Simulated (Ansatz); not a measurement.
For Ga2AsP (R3m, No. 160, 4 atoms in the cell; start mp-1224789), r²SCAN in Ansatz (PAW) gives:

```
Quantity               Result
-------------------  --------
lattice constant a    3.929 Å
lattice parameter c  19.264 Å
```

Q: What does HSE06 (Ansatz, a first-principles code, plane waves, PAW) give for the same quantities?

A: 
- lattice constant a: 3.941 Å (rises by 0.3 %)
- lattice parameter c: 19.305 Å (increases by 0.2 %)

Changes are worked out from the printed values.

Unless a cell is named, each level is at its own relaxed cell (r²SCAN 21.46, HSE06 21.64 Å³/atom).

Caveats: the relaxation could not lower the start's symmetry, so the cell can be a saddle point above a distorted one (r²SCAN, HSE06). Ansatz's density-functional and Hartree–Fock values are scalar-relativistic unless marked +SOC, with PAW data made under PBE.

A start named mp-… is a Materials Project structure, which need not be a measured phase.
